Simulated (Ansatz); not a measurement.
# A constructed model of the (111) surface of fcc Ir, a pseudomorphic layer of Sn in the other hollow (bottom of the slab: a bare face, its two planes held)

Level of theory: PBE (plane waves to 420 eV, PAW; Ansatz, a program for electronic structure).

Model: 7-atom slab, 13.6 Å thick at the start with caps and adatoms (thin: gaps and levels are the slab's own), 16x16x1 mesh, Fermi-Dirac 0.1 eV, dipole correction, 2 atoms held, the rest relaxed; symmetry of the start imposed; no spin, no spin-orbit, no U. In PBE it is, or lies within 0.01 eV a 1x1 cell of, the lowest of the 2 structures of its composition computed so far; subsurface sites and larger cells were not tried.

```yaml
work_function_of_the_top_face: 3.57 eV
energy_released_by_relaxation: 0.003 eV
cost: very roughly 110 core-seconds
```
